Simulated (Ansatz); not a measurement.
## Ansatz run on InHO2 (Pmn2_1, 8 atoms in the cell): self-consistent single point

Level of theory: LDA (PW92), default PAW files made with PBE (plane waves; Ansatz, a quantum-chemistry and plane-wave program).

Input as run:

Ansatz 0.2 input:
```yaml
crystal:
  lattice:
    - [3.28200800, 0.00000000, 0.00000000]
    - [0.00000000, 4.56756700, 0.00000000]
    - [0.00000000, 0.00000000, 5.27561900]
  atoms:
    - { symbol: In, position: [0.00000000, 0.72794000, 0.00035000] }
    - { symbol: In, position: [0.50000000, 0.27206000, 0.50035000] }
    - { symbol: H, position: [0.00000000, 0.80110000, 0.47911000] }
    - { symbol: H, position: [0.50000000, 0.19890000, 0.97911000] }
    - { symbol: O, position: [0.00000000, 0.52282000, 0.63851000] }
    - { symbol: O, position: [0.50000000, 0.47718000, 0.13851000] }
    - { symbol: O, position: [0.00000000, 0.98158000, 0.36403000] }
    - { symbol: O, position: [0.50000000, 0.01842000, 0.86403000] }
basis:
  ecutwfc: 420.0
kpoints:
  mp_grid:
    grid: [8, 6, 5]
hamiltonian:
  xc: lda
  pseudopotentials:
    kind: paw
scf:
  occupations:
    method: fermi_dirac
    width: 0.01
output:
  forces: true
  eigenvalues: true
  stress: true
```

Output (repeated stretches shortened):

```
WARN ansatz: RAYON_NUM_THREADS=1 ignored (pool sized by the plan → 1); use --threads N
Pseudopotentials: kind: paw
Pseudopotential: In, paw, valence charge 13
Pseudopotential: H, paw, valence charge 1
Pseudopotential: O, paw, valence charge 6
Crystal: 8 atoms, lattice volume = 79.086 Å³
Basis set: ecut = 420 eV, 1557 PW (Γ)
Bands: 34, of which v1, the nominal top of the filled ones, is band 26 counted from 1 (25 counted from 0)
Symmetry: 4 space group operations
Space group: Pmn21 (ITA 31), of the structure as read, at distance tolerance 4.3e-5 Å
k-points: 60 of 240 (time reversal used)
PAW frozen core: In, regenerated for the run's functional, and the local potential with it
PAW frozen core: O, regenerated for the run's functional, and the local potential with it
Initial density: superposition of atomic densities (neutral atoms: chi_scale 0, normalization atom), corrected by the library's trained network
Initial wavefunctions: pseudopotential atomic-orbital guess
Eigensolver: davidson
Functional: x = slater, c = lda
SCF iter   1: F=—  HF=-13168.346097 eV  |F-HF|=—  |Δ(HF+E_count)|=         —  Δρ=1.77e-2  dr2=2.09e-1  ethr=1.77e-3  ⟨swp⟩=6.3  Hψ=8811  notcnv=0
all-band conjugate gradients solve this SCF's bands
preconditioner: auto → Resta (q_TF=auto, 2.544 Å⁻¹)
SCF iter   2: F=—  HF=-13168.285691 eV  |F-HF|=—  |Δ(HF+E_count)|=   6.04e-2  Δρ=5.37e-3  dr2=1.14e-2  ethr=4.03e-4  ⟨swp⟩=2.6  Hψ=3896  notcnv=0  defer=220
SCF iter   3: F=—  HF=-13168.281845 eV  |F-HF|=—  |Δ(HF+E_count)|=   3.85e-3  Δρ=2.21e-3  dr2=2.91e-3  ethr=2.19e-5  ⟨swp⟩=2.0  Hψ=3272  notcnv=0  defer=220
SCF iter   4: F=—  HF=-13168.280960 eV  |F-HF|=—  |Δ(HF+E_count)|=   8.85e-4  Δρ=7.68e-4  dr2=3.55e-4  ethr=5.60e-6  ⟨swp⟩=2.8  Hψ=3710  notcnv=0  defer=220
SCF iter   5: F=—  HF=-13168.280897 eV  |F-HF|=—  |Δ(HF+E_count)|=   6.32e-5  Δρ=2.84e-4  dr2=4.66e-5  ethr=6.82e-7  ⟨swp⟩=2.2  Hψ=2709  notcnv=0  defer=220
SCF iter   6: F=—  HF=-13168.280893 eV  |F-HF|=—  |Δ(HF+E_count)|=   4.37e-6  Δρ=7.42e-5  dr2=3.99e-6  ethr=8.96e-8  ⟨swp⟩=2.0  Hψ=2544  notcnv=0  defer=220
SCF iter   7: F=—  HF=-13168.280893 eV  |F-HF|=—  |Δ(HF+E_count)|=   8.66e-7  Δρ=1.00e-5  dr2=1.02e-7  ethr=7.66e-9  ⟨swp⟩=2.5  Hψ=2862  notcnv=0  defer=220
SCF iter   8: F=-13168.280893 eV  HF=-13168.280893 eV  |F-HF|=7.80e-10  |Δ(HF+E_count)|=   2.05e-8  Δρ=2.17e-6  dr2=3.78e-9  ethr=1.92e-10  ⟨swp⟩=9.0  Hψ=9015  notcnv=0
SCF 1 converged in 8 iterations: F = -13168.280893 eV  dr2 = 3.78e-9
SCF converged after 8 iterations
Free energy (F): -13168.280893 eV
Harris-Foulkes:  -13168.280893 eV  (|F-HF|=7.80e-10)
Internal energy: -13168.280893 eV  (E = F + TS)
E sigma→0 (E₀):  -13168.280893 eV
Fermi energy:    8.108506 eV
--- Per-component energies (eV) ---
  E_band       = -61.224155
  E_kinetic    = 1217.728136
  E_local      = -3423.694407  (includes V_loc(G=0)·N_el)
  E_nonlocal   = 952.111327
  E_hartree    = 1280.681063
  E_xc         = -730.876133
  E_vxc        = -594.091845  (∫ρ·V_xc dr)
  E_paw        = -8633.541004  (= ΣΔE_a)
  E_vpaw       = -774.648636  (= ΣTr[D̂ρ^β])
  E_aug_tail   = 0.007800  (compensation charges beyond the density's cutoff)
  E_ewald      = -3831.654434
  E_core_change = 0.956759  (= ΣΔE_core)
  E_smearing   = -0.000000  (= −TS)
  E_closure    = 0.000000  (closes the sum)
  Σ components = -13168.280893   (vs F -13168.280893, Δ=0.00e0)
--- Forces (eV/Å), atoms counted from 1 ---
  atom   1  In    -0.00000000     0.04373244     0.00186128
  atom   2  In    -0.00000000    -0.04373244     0.00186128
  atom   3  H      0.00000000    -0.56050290     0.43835801
  atom   4  H      0.00000000     0.56050290     0.43835801
  atom   5  O      0.00000000     0.00949010    -0.04854117
  atom   6  O      0.00000000    -0.00949010    -0.04854117
  atom   7  O      0.00000000     0.60344775    -0.39167322
  atom   8  O      0.00000000    -0.60344775    -0.39167322
  max |Σ_I F_I| component: 9.82e-6 eV/Å
--- Stress (GPa, compression-positive) ---
       -3.083381       0.000000       0.000000
        0.000000      -1.294949       0.000000
        0.000000       0.000000      -1.880530
  P = ⅓ Tr σ = -2.0863 GPa (-20.863 kbar)
  The stress holds the Pulay correction. Without it, at fixed plane waves, as pw.x and ABINIT print it: P = -3.1268 GPa
--- Band table (eV; the first three rows and the last of 60) ---
  k-point 0: bands = ["-11.2659", "-10.6128", "-8.8483", "-8.8143", "-5.1919", "-4.9433", "-4.8798", "-4.8722", "-4.8699", "-4.6553", "-4.5663", "-4.5633", "-4.5146", "-3.8087", "0.9529", "2.0125", "2.5199", "3.5089", "4.5972", "4.8414", "5.9250", [...]
  k-point 1: bands = ["-11.1878", "-10.6474", "-8.9072", "-8.8644", "-5.0980", "-4.9297", "-4.8739", "-4.8654", "-4.8289", "-4.6437", "-4.5718", "-4.5656", "-4.5260", "-3.9129", "0.9958", "1.8090", "2.6531", "3.8627", "4.7057", "4.7158", "5.7905", [...]
  k-point 2: bands = ["-10.9900", "-10.7755", "-8.9847", "-8.9583", "-4.9443", "-4.9083", "-4.8624", "-4.8589", "-4.7400", "-4.6630", "-4.5651", "-4.5497", "-4.4683", "-4.1803", "1.1378", "1.4269", "3.1717", "4.0019", "4.6984", "5.0344", "5.4447", [...]
  k-point 59: bands = ["-10.6336", "-10.6336", "-9.0278", "-9.0278", "-4.8058", "-4.8058", "-4.6788", "-4.6788", "-4.6203", "-4.6203", "-4.4791", "-4.4791", "-4.0868", "-4.0868", "1.7587", "1.7587", "2.0215", "2.0215", "4.2017", "4.2017", "5.3989", [...]
```

The run converged in 8 iterations.

The starting cell comes from a database of computed structures (which also holds hypothetical and non-ambient phases and stackings), without a prior relaxation at this level. Its lattice was rescaled by up to half a per cent. Ansatz's pressure includes its estimate of the finite-basis (Pulay) stress. Without the estimate this run gives -3.13 GPa.
